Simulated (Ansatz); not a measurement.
The starting structures come from a database of crystals and need not be the phases stable at ambient conditions.

 Where the default PAW files enter, the runs use the earlier of Ansatz's two default sets.

By PBEsol, the system below comes out a metal.

Here is the system:

```
CELL_PARAMETERS angstrom
      4.30299     0.00000     0.00000
     -2.15149     3.72649     0.00000
      2.15149     1.24216     1.72224
ATOMIC_POSITIONS crystal
  Si 0.00000 0.50000 0.50000
  Rh 0.00000 0.00000 0.00000
```

Space group of this cell: R-3m. The cell is strained (lengths across the current scaled by 1.02, ions clamped); by PBEsol its mean pressure is -14.9 GPa.

The current flows along the normal of the first two printed cell vectors, the (111) (indices of the unstrained crystal) plane of the conventional cell. No spin-orbit coupling; the value is a mean over 0.1 eV about the Fermi level.

**Question.** Estimate the ballistic conductance per area that PBEsol run with Ansatz (a first-principles code) returns for this system.

**Answer.** 1.1 × 10¹⁵ S/m² for both spins.
